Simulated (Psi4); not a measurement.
Psi4 1.11, BP86/def2-svpd: Ba(SH)2(NH3)2 ([NH3]->[Ba](<-[NH3])([SH])[SH]), 13 atoms. The geometry is a generated start, not checked to be a minimum at this level.

task: energy
method: bp86
basis: def2-svpd
memory: 3 GB
maxiter: 100
keys of the molecule block: symmetry c1
scf_type: df (default)
e_convergence: 1e-06 (default)
d_convergence: 1e-06 (default)
dft_radial_points: 75 (default)
dft_spherical_points: 302 (default)
effective core potentials: those of the basis set, past Kr
basis functions: 191
grid points: 283277

```xyz
13

Ba     0.3119     0.9935     0.5731
S     -1.3423     3.2628     0.0014
H     -0.7057     4.0723     0.8389
S      2.6070     0.7031     2.2493
H      2.4862    -0.5965     2.4763
N     -1.8775    -1.6839     1.2746
H     -2.5088    -1.8357     0.4957
H     -2.4403    -1.3803     2.0624
H     -1.4736    -2.5809     1.5191
N      1.1625    -0.1827    -2.6099
H      0.6113     0.3538    -3.2710
H      1.0311    -1.1638    -2.8301
H      2.1382     0.0382    -2.7799
```

With the defaults (diis = true, scf_initial_accelerator = adiis, damping_percentage = 0, guess = auto, which took SAD, diis_start = 1, diis_max_vecs = 10, level_shift = 0, level_shift_cutoff = 0.01, soscf = false, soscf_start_convergence = 0.01) it converges in 9 SCF iterations. One run each on 2 threads, with these changes:
- diis = false, scf_initial_accelerator = none, damping_percentage = 60
- diis_max_vecs = 6
- guess = sapgau
- guess = huckel
- scf_initial_accelerator = none
- diis_start = 4
- diis_max_vecs = 20
- level_shift = 0.1, level_shift_cutoff = 0.001
- soscf = true, soscf_start_convergence = 0.001

Task: Which of these changes keep the SCF from converging, or lead it to another solution?

Result: No convergence: diis = false, scf_initial_accelerator = none, damping_percentage = 60 (the run ends without SCF convergence in 100 iterations). The rest reach the solution of the defaults.

```tsv
setting	SCF iterations	JK calls	end
soscf = true, soscf_start_convergence = 0.001	7	18	same solution
the defaults	9	10	same solution
diis_max_vecs = 20	9	10	same solution
scf_initial_accelerator = none	9	10	same solution
level_shift = 0.1, level_shift_cutoff = 0.001	9	10	same solution
guess = huckel	10	33	same solution
diis_max_vecs = 6	10	11	same solution
guess = sapgau	16	16	same solution
diis_start = 4	32	33	same solution
diis = false, scf_initial_accelerator = none, damping_percentage = 60	100	101	no convergence
```

An SOSCF iteration holds several JK calls; a Hückel guess adds calls on atoms. 1 further run of the study ended by our limits or in an error and is left out.
